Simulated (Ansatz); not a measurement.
System: C vacancy in 3C silicon carbide (neutral cell). Level of theory: PBE, PAW (plane waves to 420 eV; Ansatz, a quantum-chemistry and plane-wave program).

Settings: 64 host sites, the relaxed PBE lattice, a 2×2×2 k-point mesh shifted by half a step, smearing 0.01 eV, spin-restricted, no image-charge correction. Static, classical nuclei. The charge state is imposed; whether it is stable for some Fermi level was not computed. Forms of the defect that were not tried may lie lower.

Barriers: single points on a 3×3×3 k-point mesh shifted by half a step at the bands' geometries.

The step: one C atom jumps into the vacancy from a nearby C site. Atoms about the jump, Cartesian Å from the middle of the jump, before and after:

```csv
atom,x0,y0,z0,x1,y1,z1
C1,0.00,1.13,1.13,0.00,-1.13,-1.13
Si2,1.01,0.11,-0.09,1.01,0.09,-0.11
Si3,-0.97,0.11,-2.08,-1.09,-0.03,-2.21
Si4,-0.97,-2.32,-0.09,-1.07,-2.18,0.02
Si5,-1.07,-0.02,2.18,-0.97,0.09,2.32
Si6,-1.09,2.21,0.03,-0.97,2.08,-0.11
C7,-2.09,-1.13,1.03,-2.09,-1.03,1.13
C8,-2.19,1.13,-1.06,-2.19,1.06,-1.13
Si9,-3.25,-0.02,0.00,-3.25,0.00,0.02
C10,2.23,1.13,-1.10,2.23,1.10,-1.13
C11,2.13,-1.09,1.03,2.13,-1.03,1.09
Si12,1.01,-2.32,-2.08,1.12,-2.22,-2.18
C13,0.04,-3.34,1.13,0.02,-3.30,1.11
C14,0.04,1.13,-3.29,0.02,1.08,-3.27
Si15,1.12,2.18,2.22,1.01,2.08,2.32
Si16,1.10,-2.19,2.18,1.10,-2.18,2.19
Si17,1.13,2.21,-2.20,1.13,2.20,-2.21
C18,0.02,-1.11,3.30,0.04,-1.13,3.34
C19,0.02,3.27,-1.08,0.04,3.29,-1.13
C20,-2.09,-1.09,-3.20,-2.19,-1.12,-3.29
C21,-2.19,-3.34,-1.10,-2.17,-3.29,-1.07
C22,-2.17,1.07,3.29,-2.19,1.10,3.34
C23,-2.19,3.29,1.12,-2.09,3.20,1.09
```

Question: Where do these atoms stand at the saddle point, and how high is it?

Answer: 
```
atom      x      y      z
----  -----  -----  -----
C1    -0.38  -0.04  -0.03
Si2    1.38   0.28   0.30
Si3   -1.07   0.03  -2.02
Si4   -1.07  -2.04   0.05
Si5   -1.16  -0.09   2.06
Si6   -1.16   2.05  -0.08
C7    -2.36  -1.17   1.14
C8    -2.36   1.12  -1.15
Si9   -3.35  -0.01   0.00
C10    2.30   1.14  -1.09
C11    2.30  -1.10   1.15
Si12   1.06  -2.19  -2.17
C13    0.03  -3.23   1.08
C14    0.03   1.07  -3.22
Si15   1.24   2.10   2.12
Si16   1.15  -2.18   2.20
Si17   1.15   2.18  -2.17
C18    0.02  -1.07   3.23
C19    0.02   3.22  -1.05
C20   -2.10  -1.10  -3.22
C21   -2.10  -3.24  -1.08
C22   -2.13   1.08   3.25
C23   -2.13   3.23   1.09
```
It lies 3.70 eV above the start and 3.70 eV above the end. The saddle point's order was not checked, and it lies on a symmetry element of the cell, where a band can be held.
